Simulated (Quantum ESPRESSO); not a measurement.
Troubleshooting Quantum ESPRESSO: a failed run on B2Ru (P1, 6 atoms in the cell). The aim is a self-consistent single point with DFT, LDA (PZ), plane waves, GBRV 1.5 ultrasoft (LDA) pseudopotentials.

Cell that was meant: a = 2.8672 Å, b = 4.6516 Å, c = 4.0396 Å, α = 90.00°, β = 90.00°, γ = 90.00°.

Part of the input:

```fortran
 occupations = 'smearing'
 smearing = 'gauss'
 degauss = 0.0099958
 nbnd = 20
/
&electrons
 conv_thr = 1.0d-9
```

The program printed (abridged):

```
 %%%%%%%%%%%%%%%%%%%%%%%%%%%%%%%%%%%%%%%%%%%%%%%%%%%%%%%%%%%%%%%%%%%%%%%%%%%%%%
     Error in routine setup (1):
     too few bands
 %%%%%%%%%%%%%%%%%%%%%%%%%%%%%%%%%%%%%%%%%%%%%%%%%%%%%%%%%%%%%%%%%%%%%%%%%%%%%%

     stopping ...
```

### Question
From the messages shown, name the fault and mend the input.

### Answer
The fault is too few bands; here the program stops on it instead of giving results. To fix it, raise the band count or leave it to the default. The program stopped before any SCF iteration.

An input that runs soundly differs in these lines (not the only fix; some lines may just follow from the change or write a value another way):
```diff
- nbnd = 20
```

With that input, the run converged in 14 iterations: free energy E − TS -5639.8594 eV; Fermi level (on the code's own zero) 17.61 eV; pressure -9.48 GPa; largest force (vector length) 1.977 eV/Å (DFT, LDA (PZ), plane waves, GBRV 1.5 ultrasoft (LDA) pseudopotentials).

On the sound input: the starting cell comes from a database of computed structures (which also holds hypothetical and non-ambient phases and stackings), without a prior relaxation at this level. Its atoms were displaced at random from the sites of space group no. 59. Spin polarisation is off. With a pressure of about -9 GPa the cell is away from its equilibrium volume at this level. Forces in this geometry exceed 1 eV/Å.
